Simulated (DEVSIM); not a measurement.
Structure: abrupt In0.53Ga0.47As n-p junction, at 250 K.

Layer 1 from the left is In0.53Ga0.47As, thickness (μm) 4.50, Nd (cm⁻³) 1.2e15, τn (s) 7.8e-10, τp (s) 7.8e-10. Layer 2 from the left is In0.53Ga0.47As, thickness (μm) 1.20, Na (cm⁻³) 5e17, τn (s) 7.8e-10, τp (s) 7.8e-10.

Left contact: ohmic. Right contact: ohmic. Voltage is applied to the left contact. Recombination: SRH at mid-gap. Mobility is μmin + (μ − μmin)/(1 + (N/Nref)^α).

Constants are typed, rounded textbook-type inputs, not results; the design itself was drawn at random and stands for no fabricated device. Values at 300 K; Nc and Nv go as T^1.5, mobilities as T to minus their exponent, the gap by Varshni's rule with the affinity fixed.

In0.53Ga0.47As: gap (eV) 0.74, affinity (eV) 4.51, permittivity 13.9, Nc (cm⁻³) 2.1e17, Nv (cm⁻³) 7.7e18, μn (cm²/Vs) 12000, μp (cm²/Vs) 300, μn,min 300, μp,min 10, Nref,n 1.3e17, Nref,p 4.9e17, αn 0.48, αp 0.4, T exponent of μn 1.6, T exponent of μp 1.6, Varshni α (eV/K) 0.00035, Varshni β (K) 190.

**Question.** Estimate by hand the built-in potential, the peak field at zero bias, the capacitance at 0.6 V, and compare with a numerical solution.

**Answer.** 
- Built-in potential: ni = √(Nc Nv) exp(−Eg/2kT) = 2.40e10 cm⁻³ with Eg = 0.755 eV; Vbi = kT/q ln(Na Nd/ni²) = 0.596 V; numerical 0.596 V.
- Peak field at zero bias: depletion approximation: W = √(2εVbi/(qN)) = 0.875 μm with N = 1.20e15 cm⁻³; field = 2Vbi/W = 13600 V/cm; numerical 33800 V/cm (estimate below by 60 %).
- Capacitance at 0.6 V: C = √(qεN / 2(Vbi + |V|)) = 9.93 nF/cm²; numerical 10.3 nF/cm² (estimate below by 3.6 %).

Model (solved in DEVSIM): 1D drift-diffusion, Boltzmann statistics, complete ionisation; no tunnelling, impact ionisation, image-force lowering or self-heating.
